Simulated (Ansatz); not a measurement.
**Short convergence ladders for LaP (Fm-3m, 2 atoms in the cell)**

```yaml
crystal:
  lattice:
    - [0.00000, 3.02415, 3.02415]
    - [3.02415, 0.00000, 3.02415]
    - [3.02415, 3.02415, 0.00000]
  atoms:
    - { symbol: La, position: [0.00000, 0.00000, 0.00000] }
    - { symbol: P, position: [0.50000, 0.50000, 0.50000] }
```

Base method: LDA (PW92), default PAW files made with PBE (plane waves; Ansatz, a first-principles code).

Base settings: basis.ecutwfc = 420 eV; kpoints.mp_grid.grid = 9 9 9; hamiltonian.xc = lda; hamiltonian.pseudopotentials = {kind: paw} (the program's default PAW files); scf.occupations.method = fermi_dirac; scf.occupations.width = 0.1 eV.

**Zone-centre phonons against the cutoff**

In this ladder: phonons.method = dfpt.

The mesh stays at the base's, so the ladder's end is converged at best in this setting alone.

Frequencies are those of the unrelaxed cell, without the LO-TO term of polar crystals.

Only quantities that move along the ladder and can be compared are tabulated.

```csv
basis.ecutwfc,highest zone-centre frequency (cm⁻¹)
210 eV,166.5
250 eV,159.2
295 eV,152.3
355 eV,153.4
420 eV,153.4
505 eV,153.5
630 eV,153.4
```

Coarsest basis.ecutwfc that holds the highest zone-centre frequency within 5 cm⁻¹ of the last step, with all finer ones: 295 eV; the step before is off by 5.8 cm⁻¹.

**The force threshold of a relaxation**

On LaP (I4mm, 2 atoms in the cell): one atom moved by 0.15 angstrom.

In this ladder: relax = atoms.

The mesh stays at the base's, so the ladder's end is converged at best in this setting alone.

Only quantities that move along the ladder and can be compared are tabulated.

| relax.f_tol | free energy less the last step's (meV/atom) | largest force left (eV/Å) | relaxation steps |
|---|---|---|---|
| 0.2 eV/Å | 0.24 | 0.0459 | 2 |
| 0.1 eV/Å | 0.24 | 0.0460 | 3 |
| 0.05 eV/Å | 0.24 | 0.0460 | 3 |
| 0.03 eV/Å | 0.00 | 0.0010 | 3 |
| 0.02 eV/Å | 0.00 | 0.0010 | 3 |
| 0.01 eV/Å | 0.00 | 0.0010 | 4 |
| 0.005 eV/Å | 0.00 | 0.0010 | 4 |
| 0.002 eV/Å | 0.00 | 0.0010 | 4 |
| 0.001 eV/Å | 0.00 | 0.0000 | 5 |

Coarsest relax.f_tol that holds the free energy within 0.1 meV/atom of the last step, with all finer ones: 0.03 eV/Å; the step before is off by 0.24 meV/atom.

Coarsest relax.f_tol that holds the largest force left within 0.005 eV/Å of the last step, with all finer ones: 0.03 eV/Å; the step before is off by 0.046 eV/Å.

Two neighbours can agree and both be off: 0.2 eV/Å and 0.1 eV/Å differ by 0.00 meV/atom in the free energy, yet lie about 0.24 meV/atom from the last step.

On the base run: the starting cell comes from a database of computed structures (which also holds hypothetical and non-ambient phases and stackings), without a prior relaxation at this level. Its lattice was rescaled by up to half a per cent. In the base run, with a pressure of about -4 GPa the cell is away from its equilibrium volume at this level.

Keys are those of Ansatz 0.2.
